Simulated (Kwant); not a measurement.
Device: GaAs/Al0.3Ga0.7As stack with 1 barrier. One parabolic valley. Leads of mass 0.067 mₑ with the band edge at 0; grid 0.1 nm; bias swept from 0.0096 to 0.44756 V, dropping linearly over the stack. Emitter Fermi level 0.032 eV, 300 K, equal in the collector.

```
layer  thickness (nm)  band offset (eV)  mass (mₑ)
-----  --------------  ----------------  ---------
1                 4.5              0.24      0.092
```

The device is made up for the run: typed textbook-type constants, with dimensions and the other settings drawn at random.

Model: one-band effective-mass tight-binding model in one dimension, coherent, no space charge, current by the Tsu-Esaki formula (Kwant).

Sweep values stay those of the base run.

The thickness of the first barrier was swept, all else fixed.

```csv
thickness of the first barrier (nm),J (A/cm²) at bias = 0.4476 V,J (A/cm²) at bias = 0.2205 V,J (A/cm²) at bias = 0.1069 V,J (A/cm²) at bias = 0.3340 V
2.7,424000,234000,156000,320000
3.6,314000,110000,58700,189000
4.5,252000,52800,22400,118000
5.4,218000,27200,8910,80400
6.3,191000,15600,3880,60200
```

From the first row to the last the J at bias = 0.4476 V goes from 424000 to 191000. From the first row to the last the J at bias = 0.2205 V goes from 234000 to 15600.
